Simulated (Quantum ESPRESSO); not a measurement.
**Several settings converged on TiRh3 (P4mm, 4 atoms in the cell)**

```xyz
4
Lattice="3.8068 0.0000 0.0000 0.0000 3.8068 0.0000 0.0000 0.0000 3.8068" Properties=species:S:1:pos:R:3 pbc="T T T"
Ti     0.0000     0.0000     0.0500
Rh     1.9034     1.9034     0.0000
Rh     0.0000     1.9034     1.9034
Rh     1.9034     0.0000     1.9034
```

Base method: LDA (PZ), GBRV 1.5 ultrasoft (LDA) pseudopotentials (plane waves; Quantum ESPRESSO).

Base settings: ecutwfc = 50 Ry; ecutrho = 400 Ry; occupations = smearing; smearing = fermi-dirac; degauss = 0.0073499 Ry; potentials = {Ti: ti_lda_v1.4.uspp.F.UPF, Rh: rh_lda_v1.4.uspp.F.UPF}; K_POINTS = automatic 3 3 3 0 0 0; conv_thr = 1e-09 Ry.

The count of work is k-points × plane waves × bands × iterations; it is no time. Core times come from one kind of shared machine, to one figure; runs under 30 s give none.

**The cutoff for other potential files**

Level: DFT, LDA (PZ), plane waves, PSlibrary ultrasoft (LDA) pseudopotentials.

In this ladder: pseudopotentials = {Ti: Ti.pz-spn-rrkjus_psl.1.0.0.UPF, Rh: Rh.pz-spn-rrkjus_psl.1.0.0.UPF}. Moved along: ecutrho.

The second cell is the first with its lattice scaled by 0.98.

The mesh stays at the base's, so the ladder's end is converged at best in this setting alone.

Only quantities that move along the ladder and can be compared are tabulated.

| ecutwfc | free energy less the last step's (meV/atom) | energy of the compressed cell less the first (meV/atom) | pressure (GPa) | largest difference of a force vector from the last step's (eV/Å) | count of work / last | core time / last (rough) |
|---|---|---|---|---|---|---|
| 27 Ry | 7300.11 | 175.70 | -352.19 | 0.181 | 0.11 | – |
| 33 Ry | 1752.63 | 70.54 | -108.96 | 0.119 | 0.16 | 0.1 |
| 42 Ry | 259.36 | 14.47 | -21.15 | 0.017 | 0.23 | 0.2 |
| 51 Ry | 76.75 | 15.66 | -8.18 | 0.002 | 0.28 | 0.3 |
| 60 Ry | 40.90 | 15.07 | -6.40 | 0.003 | 0.36 | 0.3 |
| 90 Ry | 4.37 | 14.30 | -5.84 | 0.000 | 0.65 | 0.6 |
| 120 Ry | 0.00 | 14.33 | -5.57 | 0.000 | 1.0 | 1 |

Coarsest ecutwfc that holds the pressure within 1 GPa of the last step, with all finer ones: 60 Ry, at 0.36 of the last step's count of work and about 0.3 of the last step's time; the step before is off by 2.6 GPa.

Coarsest ecutwfc that holds the free energy within 5 meV/atom: not settled: the last two steps still differ by 4.4 meV/atom, over half the tolerance, so the ladder does not show it.

Coarsest ecutwfc that holds the energy of the compressed cell less the first within 2 meV/atom of the last step, with all finer ones: 42 Ry, at 0.23 of the last step's count of work and about 0.2 of the last step's time; the step before is off by 56 meV/atom.

At the lowest cutoff the pressure lies 347 GPa under the last step's, the usual sign of Pulay stress in an incomplete plane-wave basis.

**The density cutoff**

The second cell is the first with its lattice scaled by 0.98.

The mesh stays at the base's, so the ladder's end is converged at best in this setting alone.

Only quantities that move along the ladder and can be compared are tabulated.

```tsv
ecutrho	free energy less the last step's (meV/atom)	energy of the compressed cell less the first (meV/atom)	pressure (GPa)	core time / last (rough)
100 Ry	-7.26	13.78	-5.29	–
150 Ry	-0.10	13.40	-5.68	–
200 Ry	0.00	13.47	-5.70	0.2
300 Ry	0.02	13.50	-5.71	0.3
400 Ry	0.00	13.49	-5.71	0.4
500 Ry	0.01	13.48	-5.71	0.4
800 Ry	0.00	13.50	-5.71	1
```

Coarsest ecutrho that holds the free energy within 0.5 meV/atom of the last step, with all finer ones: 150 Ry; the step before is off by 7.3 meV/atom.

Coarsest ecutrho that holds the pressure within 0.05 GPa of the last step, with all finer ones: 150 Ry; the step before is off by 0.42 GPa.

Coarsest ecutrho that holds the energy of the compressed cell less the first within 0.2 meV/atom of the last step, with all finer ones: 150 Ry; the step before is off by 0.28 meV/atom.

The energy difference between the two cells stays within 1 meV/atom of the last step's from 100 Ry on, the total only from 150 Ry on: much of the error is common to both cells and cancels.

On the base run: the starting cell comes from a database of computed structures (which also holds hypothetical and non-ambient phases and stackings), without a prior relaxation at this level. Its lattice was rescaled by up to half a per cent. One atom was moved a little off its site on purpose. Spin polarisation is off. In the base run, with a pressure of about -6 GPa the cell is away from its equilibrium volume at this level. Without a gap this mesh is coarse (it stands for a supercell whose shortest vector is 11 Å).
